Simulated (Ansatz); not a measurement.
Start from MgO in the rock salt structure (space group Fm-3m, No. 225; a = 4.204 Å).

All numbers come from r2SCAN (Ansatz, a program for electronic structure), spin-orbit coupling left out.

Before the change:

| Quantity | Value |
|---|---|
| Smallest direct gap | 5.68 eV |
| Gap character | direct at Γ |
| Electron mass | 0.36 mₑ (at Γ) |
| Shortest interatomic distance | 2.102 Å |
| Band gap | 5.68 eV |

Perturbation: full substitution O → S, then cell and atoms are relaxed.

Task: How does this affect the smallest direct gap, gap character, electron mass, shortest interatomic distance and band gap?

Result: The smallest direct gap decreases by 1.04 eV (5.68 eV → 4.64 eV); the gap character changes from direct at Γ to indirect, Γ → X; the electron mass goes from 0.36 mₑ (at Γ) to 0.53 mₑ along k, 0.31 mₑ across (at X); the shortest interatomic distance goes up by 0.4993 Å to 2.602 Å; the band gap shrinks by 2.22 eV, from 5.68 eV to 3.46 eV.

Masses are band curvatures over ±0.01 Å⁻¹ around the edge. Along k means along the line from Γ to the band edge. Whether these cells are dynamically stable was not tested.
